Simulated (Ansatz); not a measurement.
The reference is Nb$_{2}$InC (space group P6_3/mmc, No. 194; a = 3.159 Å, c = 14.331 Å; a cell from a computed database, its experimental status unchecked).

All numbers come from PBEsol, PAW, 420 eV (Ansatz, an electronic-structure program; no SOC).

Before the change:

| Quantity | Value |
|---|---|
| c/a ratio | 4.537 |
| Volume per atom | 15.48 Å³ |

One thing is altered: every C is replaced by O, then cell and atoms are relaxed.

Predict the new c/a ratio.

The c/a ratio increases by 0.777 to 5.314.

What happens to the volume per atom?

The volume per atom decreases by 0.71 Å³ to 14.77 Å³.

No phonon test of stability was made. As relaxed here, Nb2InO is a hypothetical phase, not in the database extracts checked. No Hubbard U is applied, and correlation can decide whether such a compound is a metal. The final runs are not spin-polarised.
